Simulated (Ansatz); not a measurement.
Results of HSE06 (Ansatz, a first-principles code, plane waves, PAW) for V2AlC (P6₃/mmc, No. 194, 8 atoms in the cell; start mp-1025497).

Output (set-up and result lines):

```
WARN output.stress: scf.exx.energy_threshold = 1e-6 eV is looser than the 8e-8 eV advised for a stress under a hybrid functional (1e-8 eV for each atom of the …
Crystal: 8 atoms, lattice volume = 93.298 Å³
Basis set: ecut = 460 eV, 2025 PW (Γ), exchange–correlation on 48×48×192 points (8 copies of the dense FFT grid, shifted against one another)
Bands: 41, of which v1, the nominal top of the filled ones, is band 33 counted from 1 (32 counted from 0)
Symmetry: 24 space group operations
Space group: P63/mmc (ITA 194), of the structure as read, at distance tolerance 4.5e-5 Å
k-points: 24 of 162
Initial density: superposition of atomic densities (chi_scale 0.1, normalization cell, long waves kept (reshape's long-wave potential 0.27 eV rms))
SCF iter   1: F=—  HF=-13233.088283 eV  |F-HF|=—  |Δ(HF+E_count)|=         —  Δρ=9.67e-2  dr2=1.12e1
SCF iter   2: F=—  HF=-13230.892478 eV  |F-HF|=—  |Δ(HF+E_count)|=    2.20e0  Δρ=2.62e-2  dr2=1.11e0
  ...
SCF 1 converged in 11 iterations: F = -13230.753337 eV  dr2 = 2.75e-10
Crystal: 8 atoms, lattice volume = 93.298 Å³
Initial density: handed on by an earlier stage of this run
Crystal: 8 atoms, lattice volume = 93.298 Å³
SCF 3 converged in 7 iterations: F = -13226.102848 eV  dr2 = 5.28e-10
Crystal: 8 atoms, lattice volume = 93.298 Å³
SCF iter   4: F=—  HF=-13226.102849 eV  |F-HF|=—  |Δ(HF+E_count)|=   1.10e-9  Δρ=1.59e-6  dr2=3.58e-9
SCF iter   5: F=-13226.102849 eV  HF=-13226.102849 eV  |F-HF|=2.09e-10  |Δ(HF+E_count)|=  8.66e-10  Δρ=5.50e-7  dr2=2.34e-10
SCF 4 converged in 5 iterations: F = -13226.102849 eV  dr2 = 2.34e-10
Free energy (F): -13226.102849 eV
Internal energy: -13226.102688 eV  (E = F + TS)
E sigma→0 (E₀):  -13226.102768 eV
Fermi energy:    14.208503 eV
--- Forces (eV/Å), atoms counted from 1 ---
  atom   1  Al     0.00000000     0.00000000     0.00000000
  atom   2  Al    -0.00000000    -0.00000000     0.00000000
  atom   3  V      0.00000000     0.00000000    -0.37642137
  atom   4  V     -0.00000000    -0.00000000     0.37642137
  atom   5  V     -0.00000000    -0.00000000    -0.37642137
  atom   6  V      0.00000000     0.00000000     0.37642137
  atom   7  C      0.00000000    -0.00000000     0.00000000
  atom   8  C     -0.00000000     0.00000000    -0.00000000
--- Stress (GPa, compression-positive) ---
       -1.209591       0.000000       0.000000
        0.000000      -1.209591       0.000000
        0.000000       0.000000      -2.523542
  P = ⅓ Tr σ = -1.6476 GPa (-16.476 kbar)
```

Problem. Write an input file that could have produced this run (the log leaves some choices open).

Solution. This is not unique; one that fits is 
Ansatz 0.2 input:
```yaml
crystal:
  lattice:
    - [2.8776887643, 0.0, 0.0]
    - [-1.4388443821, 2.492151574, 0.0]
    - [0.0, 0.0, 13.0092531531]
  atoms:
    - { symbol: Al, position: [0.3333333333, 0.6666666667, 0.25] }
    - { symbol: Al, position: [0.6666666667, 0.3333333333, 0.75] }
    - { symbol: V, position: [0.3333333333, 0.6666666667, 0.5855498368] }
    - { symbol: V, position: [0.6666666667, 0.3333333333, 0.4144501632] }
    - { symbol: V, position: [0.6666666667, 0.3333333333, 0.0855498368] }
    - { symbol: V, position: [0.3333333333, 0.6666666667, 0.9144501632] }
    - { symbol: C, position: [0.0, 0.0, 0.0] }
    - { symbol: C, position: [0.0, 0.0, 0.5] }
basis:
  ecutwfc: 460
  ecutrho_ratio: 4
  xc_grid: 2
kpoints:
  mp_grid: { grid: [9, 9, 2] }
hamiltonian:
  xc: hse06
  dispersion: none
  pseudopotentials: { azcp: { folder: ./paw }, kind: paw }
scf:
  occupations: { method: fermi_dirac, width: 0.01 }
  convergence: { dr2_threshold: 0.0000000008 }
output:
  forces: true
  stress: true
  eigenvalues: true
```

The PAW data were made under PBE.

Note: the run has no spin polarisation, so it can have missed a magnetic state. Note: the run warned that the count of filled bands differs between k points. Note: cell and atoms aren't relaxed at this level (largest force component 0.38 eV/Å, pressure -1.6 GPa).

The result took about 2.7 core-minutes (a rough figure).

A start named mp-… is a Materials Project structure, which need not be a measured phase.
